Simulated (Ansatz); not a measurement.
Start from GaSb in the zinc blende structure (space group F-43m, No. 216; a = 6.134 Å). Axes: x, y, z lie along the cube axes.

All numbers come from Ansatz (an electronic-structure program) r2SCAN, spin-orbit coupling left out, earlier PAW set.

One thing is altered: every lattice vector is stretched by 0.85 %, atoms relaxed at fixed cell.

**Question.** Predict the stress tensor and what it implies for the stiffness.

**Answer.** Stress of the strained cell less that of the base (GPa, compression positive):
```
  -1.27    0.00    0.00
   0.00   -1.27    0.00
   0.00    0.00   -1.27
```

Then B = −ΔP/(ΔV/V₀) with ΔV/V₀ = 0.0257 gives secant stiffness values (nonlinear terms included at this strain): B ≈ 49 GPa.

Stability against distortions was not tested.
